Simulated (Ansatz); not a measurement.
## What isotropic strain −3.37 % does to LiNbO3

The reference is LiNbO$_{3}$ (space group R3c, No. 161; a = 5.137 Å, c = 13.887 Å (hexagonal axes)).

One thing is altered: an isotropic linear strain of −3.37 %; the atoms relax in the strained cell.

The values are results of Kohn–Sham DFT with the r2SCAN functional, run in Ansatz (a program for electronic structure) with PAW and 500 eV plane waves, no spin-orbit coupling, earlier PAW set, not measurements. Γ-centred 8×8×8 mesh, Fermi–Dirac width 0.05 eV.

```json
[
 {"quantity": "volume per atom", "base": "10.58 Å³", "changed": "9.54 Å³", "shift": "-1.034 Å³"},
 {"quantity": "space group", "base": "R3c (No. 161)", "changed": "R3c (No. 161)", "shift": "–"},
 {"quantity": "shortest interatomic distance", "base": "1.878 Å", "changed": "1.867 Å", "shift": "-0.011 Å"},
 {"quantity": "energy relative to the base (free energy F)", "base": "0 meV/atom", "changed": "+45 meV/atom", "shift": "+45 meV/atom"},
 {"quantity": "band gap (an upper bound: an edge found on the path is not a true extremum; the base alone)", "base": "4.01 eV", "changed": "4.13 eV", "shift": "+0.12 eV"},
 {"quantity": "largest internal atomic displacement", "base": "–", "changed": "0.093 Å", "shift": "–"}
]
```

Cost of the whole job for the changed cell (relaxation, final SCF and bands): roughly 6 core-minutes.

Stability against distortions was not tested.
